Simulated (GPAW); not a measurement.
Band structure of Tl (P6_3/mmc, 4 atoms in the cell).

```yaml
crystal:
  lattice:
    - [3.47706, 0.00000, 0.00000]
    - [-1.73853, 3.01122, 0.00000]
    - [0.00000, 0.00000, 11.16421]
  atoms:
    - { symbol: Tl, position: [0.00000, 0.00000, 0.00000] }
    - { symbol: Tl, position: [0.00000, 0.00000, 0.50000] }
    - { symbol: Tl, position: [0.33333, 0.66667, 0.25000] }
    - { symbol: Tl, position: [0.66667, 0.33333, 0.75000] }
```

Method of the run: PBE, GPAW PAW datasets PBE (gpaw-data 1.0.1) (plane waves; GPAW 25.7.0).

Settings: mode = pw; ecut = 600 eV; xc = PBE; kpts = 11 11 3; mesh shift (steps) = 0 0 0; occupations.name = fermi-dirac; occupations.width = 0.1 eV; nbands = -12; convergence.density = 1e-05 e/electron; symmetry.symmorphic = false; symmetry.tolerance = 0.0005; maxiter = 100; bandpath_npoints = 40.

The starting cell comes from a database of computed structures (which also holds hypothetical and non-ambient phases and stackings), without a prior relaxation at this level. Its lattice was rescaled by a random factor within 2.5 % of one. Spin-orbit coupling is off.

Levels in eV from the Fermi level, bands 23 to 30:
```
point     23     24     25     26     27     28     29    30
-----  -----  -----  -----  -----  -----  -----  -----  ----
Γ      -8.41  -5.06  -2.75   3.25   3.26   7.87   7.87  8.82
M      -4.62  -3.94  -2.59  -2.27  -0.21   0.23   1.88  2.87
K      -4.27  -4.00  -0.84  -0.57  -0.57  -0.41  -0.41  1.75
A      -6.68  -6.68  -0.46  -0.46   7.45   7.45   8.14  8.14
L      -4.45  -4.45  -1.69  -1.69  -1.03  -1.03   3.53  3.53
H      -4.26  -4.26  -1.09  -1.09   0.10   0.10   0.93  0.93
```

Bands cross the Fermi level along this path, so the cell is metallic at this level.
